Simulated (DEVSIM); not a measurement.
Device: Ru/SiO2/n-Si capacitor, at 300 K.

Layer 1 from the left is SiO2, thickness (nm) 23.0. Layer 2 from the left is Si, thickness (nm) 13000, Nd (cm⁻³) 1.9e15.

Metal gate on the left, work function 4.7 eV. Fixed charge at the semiconductor interface -3.6e10 cm⁻² (in units of +e); no interface traps.

The device is made up for the run: typed textbook-type constants, with dimensions and the other settings drawn at random. Values at 300 K.

SiO2: gap (eV) 9, affinity (eV) 0.9, permittivity 3.9. Si: gap (eV) 1.124, affinity (eV) 4.05, permittivity 11.7, Nc (cm⁻³) 2.86e19, Nv (cm⁻³) 3.1e19.

**Question.** Estimate by hand the flat-band voltage, the threshold voltage, and compare with a numerical solution.

**Answer.** 
- Flat-band voltage: C = 0.150 μF/cm², work-function difference 0.401 V; VFB = φms − qNf/C = 0.44 V; numerical 0.44 V.
- Threshold voltage: φF = 0.312 V, depletion charge √(4εqNφF) = 1.98e-8 C/cm²; VT = VFB − 2φF − Qd/C = -0.32 V; numerical -0.32 V.

Simulated with DEVSIM: 1D Poisson equation in equilibrium, Boltzmann statistics, complete ionisation; no quantum confinement or tunnelling. Metal contacts follow the ideal Schottky-Mott rule: no Fermi-level pinning, no interface dipoles.
